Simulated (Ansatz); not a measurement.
## YSiNO2 (model structure, P4/mmm, No. 123, 5 atoms in the cell)

All values below come from PBEsol in Ansatz (PAW).

Numerical settings: plane-wave cutoff 520 eV, 10×10×8 k mesh (along the axes of the cell as run), Fermi–Dirac smearing 0.01 eV, scalar-relativistic PAW data made under PBE.

Cell (relaxed at this level):

```cif
data_NO2SiY
_chemical_formula_sum 'Y1 Si1 N1 O2'
_space_group_name_H-M_alt 'P4/mmm'
_space_group_IT_number 123
_space_group_name_Hall '-P 4 2'
_cell_length_a 3.57492
_cell_length_b 3.57492
_cell_length_c 3.68497
_cell_angle_alpha 90.000
_cell_angle_beta 90.000
_cell_angle_gamma 90.000
loop_
_atom_site_label
_atom_site_type_symbol
_atom_site_symmetry_multiplicity
_atom_site_Wyckoff_symbol
_atom_site_fract_x
_atom_site_fract_y
_atom_site_fract_z
_atom_site_occupancy
Y1 Y 1 b 0.00000 0.00000 0.50000 1
Si1 Si 1 c 0.50000 0.50000 0.00000 1
N1 N 1 d 0.50000 0.50000 0.50000 1
O1 O 2 f 0.00000 0.50000 0.00000 1
```

For YSiNO2 (model structure, P4/mmm, No. 123, 5 atoms in the cell), the band gap is 1.51 eV (on the SCF k mesh). The bulk modulus B0 is 255 GPa.

Note: the bulk modulus is −V dP/dV from two relaxed cells at ±2 % in volume; the relaxation could raise the start's symmetry but not lower it, so the cell can be a saddle point.

Spin–orbit coupling is not included.

Static lattice: no zero-point or thermal effects.

The result took about 70 core-seconds (a rough figure).

A model structure was made by putting elements into a prototype or built by hand; it is no filed structure, need not be a known phase, and can be a saddle point held by its symmetry.

Ansatz is a program for electronic structure.
